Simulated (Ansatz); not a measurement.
The starting structures come from a database of crystals and need not be the phases stable at ambient conditions.

# Evanescent states of Pb2SeS (R-3m, not sure to be the ambient phase, 4 atoms a cell, 27.5 Å³ an atom) along the normal of (001)

The numbers are results of PBEsol (plane waves, PAW; Ansatz, a program for electronic structure), not measurements.

The gap is the functional's own, uncorrected, and κ follows it; spin-orbit coupling is left out. Mid-gap values are interpolated between the computed energies.

Energies count from the valence-band top; κ is the least over a 12×12 mesh across the current.

```
E (eV)  κ (1/Å)  where
------  -------  -----
0.03      0.023      Γ
0.07      0.034      Γ
0.12      0.036      Γ
0.17      0.031      Γ
0.23      0.012  off Γ
```

How thick must the barrier be to attenuate the transmission by 10^6 when the electrodes' Fermi level lies at 0.12 eV, and what attenuation does that film give at 0.17 eV?

d = 6 ln 10 / (2 × 0.036) = 191.9 Å. At 0.17 eV it gives 6 × 0.031/0.036 = 5.2 decades.
